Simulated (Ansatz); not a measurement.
The parent structure is Ta in the bcc (W type) structure (space group Im-3m, No. 229; a = 3.2819 Å).

Now apply this change: W takes the place of Ta on all its sites, then cell and atoms are relaxed.

Levels (all Ansatz, a quantum-chemistry and plane-wave program, PAW): PBEsol (420 eV, scalar-relativistic without spin-orbit coupling); r2SCAN (500 eV, no SOC).

The geometry is relaxed with PBEsol.

```
Property          Result
---------------  -------
PBEsol pressure  0.0 GPa
```

### Question
What does r2SCAN give at this geometry for the pressure?

### Answer
The pressure goes from zero to 4.6 GPa.

Single points use the geometry relaxed with PBEsol. Their cutoffs differ, which shifts pressures a little. Whether these cells are dynamically stable was not tested. All final runs are without spin polarisation.
